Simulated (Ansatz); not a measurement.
HfO2 (model structure, started from the 3R-MoS2 type, R3m, No. 160, 3 atoms in the cell), treated with PBEsol in Ansatz (PAW).

Settings: plane-wave cutoff 500 eV, 18×18×18 k mesh, Fermi–Dirac smearing 0.05 eV, scalar-relativistic PAW data made under PBE.

Cell (relaxed at this level):

```
CELL_PARAMETERS angstrom
      1.54340     0.89108     5.11201
     -1.54340     0.89108     5.11201
      0.00000    -1.78216     5.11201
ATOMIC_POSITIONS crystal
  Hf 0.99992 0.99992 0.99992
  O  0.74208 0.74208 0.74208
  O  0.59130 0.59130 0.59130
```

Problem. Predict the band gap.

Solution. 
- band gap: 1.61 eV (on the SCF k mesh)

Note: the relaxation could raise the start's symmetry but not lower it, so the cell can be a saddle point; the cell has widely spaced layers and the level no dispersion term, so their spacing and the moduli can rest on weak binding.

Spin–orbit coupling is not included.

Cost on a shared machine: very roughly 11 core-minutes.

A model structure was made by putting elements into a prototype or built by hand; it is no filed structure, need not be a known phase, and can be a saddle point held by its symmetry.

Ansatz is an electronic-structure program.
